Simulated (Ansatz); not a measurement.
Consider BN (space group R3m, No. 160; a cell from a computed database, its experimental status unchecked; layered, stacked along the Cartesian z axis).

```xyz
2
Lattice="1.2497 0.7215 3.2530 -1.2497 0.7215 3.2530 0.0000 -1.4430 3.2530" Properties=species:S:1:pos:R:3 pbc="T T T"
B      0.0000     0.0000     9.7560
N      0.0000     0.0000     3.2472
```

Cartesian axes are those of the cell as printed.

The values are results of r2SCAN+rVV10, PAW, 500 eV (Ansatz, a quantum-chemistry and plane-wave program; without spin-orbit coupling), earlier PAW set, not measurements.

Now apply this change: every lattice vector is stretched by 2.57 %; the atoms relax in the strained cell.

**Question.** Predict the stress tensor and what it implies for the stiffness.

**Answer.** Stress of the strained cell less that of the base (GPa, compression positive):
```
 -25.18    0.00    0.00
   0.00  -25.18    0.00
   0.00    0.00   -0.77
```

Then B = −ΔP/(ΔV/V₀) with ΔV/V₀ = 0.0791 gives secant stiffness values (nonlinear terms included at this strain): B (at held cell shape, above the free-shape value) ≈ 216 GPa.

As a check, the harmonic strain energy −½ V₀ Δσ:ε is 36 meV/atom; the computed energy rise is 39 meV/atom.

Stability against distortions was not tested.
